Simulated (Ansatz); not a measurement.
## FeB (space group I4_1/amd, No. 141; ferromagnetic; a cell from a computed database, its experimental status unchecked)

```xyz
8
Lattice="-1.4488 1.4488 7.4055 1.4488 -1.4488 7.4055 1.4488 1.4488 -7.4055" Properties=species:S:1:pos:R:3 pbc="T T T"
Fe     0.0000     0.0000    11.9117
Fe     0.0000     1.4488     0.8034
Fe     0.0000     1.4488     6.6020
Fe     0.0000     0.0000     2.8993
B      0.0000     0.0000     5.0274
B      1.4488     0.0000     1.3247
B      1.4488     0.0000     6.0808
B      0.0000     0.0000     9.7835
```

The values are results of PBEsol, PAW, 420 eV (Ansatz, a quantum-chemistry and plane-wave program; spin-orbit coupling left out), not measurements. k-mesh 14×14×14 (Γ-centred); smearing 0.05 eV (Fermi–Dirac).

The volume per atom comes out as 7.77 Å³ and the density comes out as 7.12 g/cm³. The band gap is zero. The magnetic state is ferromagnetic and the total energy is -2301.217 eV/atom (σ→0; compares only within this code and set-up).

Other magnetic orders, which the real material may have, were not ruled out. Whether these cells are dynamically stable was not tested.
